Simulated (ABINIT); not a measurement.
Input and output of a self-consistent single point for Al (Fm-3m, 1 atom in the cell) (ABINIT).

Method: LDA (PW92), norm-conserving pseudopotentials (PseudoDojo nc-sr-04 LDA standard) (plane waves; ABINIT).

```
Al
1.0
    0.00000     2.06187     2.06187
    2.06187     0.00000     2.06187
    2.06187     2.06187     0.00000
Al
1
Direct
  0.00000   0.00000   0.00000
```

Reference input (self-consistent single point, DFT, PBE, plane waves, norm-conserving pseudopotentials (PseudoDojo nc-sr-05 PBE standard)): pseudos = [Al.upf]; ecut = 40 Ry; occopt = 7; tsmear = 0.00183747 Ha; ngkpt = 11 11 11; nshiftk = 1; shiftk = 0 0 0; potentials = PseudoDojo nc-sr-05 PBE standard; nband = 7; kptopt = 1; nstep = 60; toldfe = 1e-09 Ha. This run's input differs from it in these lines:

```diff
@@ -1,2 +1,2 @@
-# Al, PseudoDojo nc-sr-05 PBE standard
+# Al, PseudoDojo nc-sr-04 LDA standard
 pp_dirpath "./"
@@ -15,3 +15,3 @@
       Angstrom
-ecut 40 Ry
+ecut 44 Ry
 occopt 7
```

Its files differ too (potentials: PseudoDojo nc-sr-05 PBE standard → PseudoDojo nc-sr-04 LDA standard).

Output, abridged:

```
--- !BeginCycle
solver: {iscf: 7, nstep: 60, nline: 4, wfoptalg: 0, }
tolerances: {toldfe: 1.00E-09, }
...

     iter   Etot(hartree)      deltaE(h)  residm     vres2
 ETOT  1  -2.3601958608891    -2.360E+00 3.795E-02 9.359E-01
 ETOT  2  -2.3618555882601    -1.660E-03 6.782E-03 4.356E-02
 ETOT  3  -2.3618612240394    -5.636E-06 4.540E-03 1.501E-04
 ETOT  4  -2.3618612493333    -2.529E-08 1.950E-03 4.856E-07
 ETOT  5  -2.3618612494157    -8.245E-11 4.788E-04 5.757E-09
 ETOT  6  -2.3618612494167    -1.003E-12 3.249E-04 1.527E-11
 At SCF step    6, etot is converged :
  for the second time, diff in etot=  1.003E-12 < toldfe=  1.000E-09

 Cartesian components of stress tensor (hartree/bohr^3)
  sigma(1 1)=  2.40522344E-04  sigma(3 2)=  0.00000000E+00
  sigma(2 2)=  2.40522344E-04  sigma(3 1)=  0.00000000E+00
  sigma(3 3)=  2.40522344E-04  sigma(2 1)=  0.00000000E+00

 ----iterations are completed or convergence reached----

 reduced coordinates (array xred) for    1 atoms
       0.000000000000      0.000000000000      0.000000000000
 cartesian forces (eV/Angstrom) at end:
    1     -0.00000000000000    -0.00000000000000    -0.00000000000000
 frms,max,avg= 0.0000000E+00 0.0000000E+00   0.000E+00  0.000E+00  0.000E+00 e/A
 length scales=  5.510309452800  5.510309452800  5.510309452800 bohr
   [... lines left out ...]
 Fermi (or HOMO) energy (hartree) =   0.25722   Average Vxc (hartree)=  -0.35806
 Fermi (or HOMO) energy (eV) =   6.99944   Average Vxc (eV)=  -9.74329
   [... lines left out ...]
total_energy        : -2.36186124941674E+00
total_energy_eV     : -6.42695130819381E+01
band_energy         :  3.00525757524813E-01
...

-Cartesian components of stress tensor (GPa)         [Pressure= -7.0764E+00 GPa]
- sigma(1 1)=  7.07641049E+00  sigma(3 2)=  0.00000000E+00
- sigma(2 2)=  7.07641049E+00  sigma(3 1)=  0.00000000E+00
- sigma(3 3)=  7.07641049E+00  sigma(2 1)=  0.00000000E+00

 Calculation completed.
```

The run converged in 6 iterations. Against the reference run the pressure goes from -4.36 to -7.08 GPa.

The starting cell comes from a database of computed structures (which also holds hypothetical and non-ambient phases and stackings), without a prior relaxation at this level. Its lattice was rescaled by a random factor within 2.5 % of one. With a pressure of about -7 GPa the cell is away from its equilibrium volume at this level.
